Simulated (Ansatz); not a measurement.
Fluorite CoSi₂ was calculated with HSE06-D3(BJ) (Ansatz, a first-principles code, PAW).

Settings: plane-wave cutoff 460 eV, 10×10×10 k mesh, Fermi–Dirac smearing 0.05 eV, no spin polarisation, scalar-relativistic PAW data made under PBE.

Results at a series of volumes:

| V (Å³/atom) | E − E_lowest (meV/atom) | P (GPa) |
|---|---|---|
| 11.364 | 22.15 | 12.67 |
| 11.663 | 4.95 | 5.91 |
| 11.874 | 0.00 | 1.66 |
| 12.261 | 4.46 | -5.16 |
| 12.555 | 18.10 | -9.60 |

**Question.** Fit the third-order Birch–Murnaghan equation and give B0 and B′.

**Answer.** V0 = 11.962 Å³/atom, B0 = 221 GPa, B′ = 4.4 (fit to the energies at full precision).

Measured, for comparison: equilibrium volume per atom 12.87 Å³/atom (room temperature, not corrected to a static lattice; as tabulated in Hegde and Bowen (2014), arXiv:1405.1317). Computed (rounded) less measured: equilibrium volume per atom -7.1 %.

Note: the run has no spin polarisation, so it can have missed a magnetic state.
